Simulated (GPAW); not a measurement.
A working GPAW input for CeSi2Pt (Cmcm, 8 atoms in the cell) (DFT LDA (Perdew-Wang 92), plane waves, GPAW PAW datasets LDA (gpaw-data 1.0.1)):

```python
from ase import Atoms
from ase.units import GPa
from gpaw import GPAW, PW

atoms = Atoms(['Ce', 'Ce', 'Si', 'Si', 'Si', 'Si', 'Pt', 'Pt'],
              cell=[[2.138850, -8.399385, 0.000000],
                    [2.138850, 8.399385, 0.000000],
                    [0.000000, 0.000000, 4.211100]],
              scaled_positions=[[0.395990, 0.604010, 0.250000],
                                [0.604010, 0.395990, 0.750000],
                                [0.035590, 0.964410, 0.250000],
                                [0.964410, 0.035590, 0.750000],
                                [0.250910, 0.749090, 0.750000],
                                [0.749090, 0.250910, 0.250000],
                                [0.820870, 0.179130, 0.750000],
                                [0.179130, 0.820870, 0.250000]],
              pbc=True)

atoms.set_initial_magnetic_moments([1.0, 1.0, 0.0, 0.0, 0.0, 0.0, 0.0, 0.0])

calc = GPAW(spinpol=True,
            mode=PW(800),
            xc='LDA',
            kpts={'size': (4, 4, 4), 'gamma': True},
            occupations={'name': 'methfessel-paxton', 'width': 0.1, 'order': 0},
            nbands=-16,
            symmetry={'symmorphic': False, 'tolerance': 0.0005},
            maxiter=120,
            txt='-')

atoms.calc = calc

energy = atoms.get_potential_energy()
print('Energy (eV):', round(energy, 6))
forces = atoms.get_forces()
print('Forces (eV/Ang):')
print(forces.round(5))
stress = atoms.get_stress()
print('Stress (GPa, Voigt):', (stress / GPa).round(4))
```

The run converged in 46 iterations: free energy E − TS (from the program's reference atoms) -60.7586 eV; Fermi level (on the code's own zero) 10.30 eV; pressure -6.31 GPa; largest force (vector length) 0.148 eV/Å; size of the cell's spin moment 0.00 μB. Each of these slips is then made, one at a time:

(1)
```diff
-            nbands=-16,
+            nbands=35,
```

(2)
```diff
-            occupations={'name': 'methfessel-paxton', 'width': 0.1, 'order': 0},
+            occupations={'name': 'gaussian', 'width': 0.1},
```

What happens in each case?


(1) Too few bands. The program stopped before any SCF iteration, with the message: ValueError: Too few bands! Electrons: 72.000000, bands: 35.

(2) A keyword that the program does not know. The program stopped before any SCF iteration, with the message: ValueError: Unknown occupation number object name: gaussian.

The starting cell comes from a database of computed structures (which also holds hypothetical and non-ambient phases and stackings), without a prior relaxation at this level. Spin-orbit coupling is off. The starting moments vanished: the run ended non-magnetic, which need not be the lowest state. The f electrons are in the valence without U or exact exchange, which can misplace them near the Fermi level. Spin-orbit terms, which matter for f shells, are left out. In the base run, with a pressure of about -6 GPa the cell is away from its equilibrium volume at this level. Without a gap this mesh is coarse (it stands for a supercell whose shortest vector is 17 Å).

Left out of this page: 3 runs of the series outside the window shown, repeating another row's setting, or not comparable.
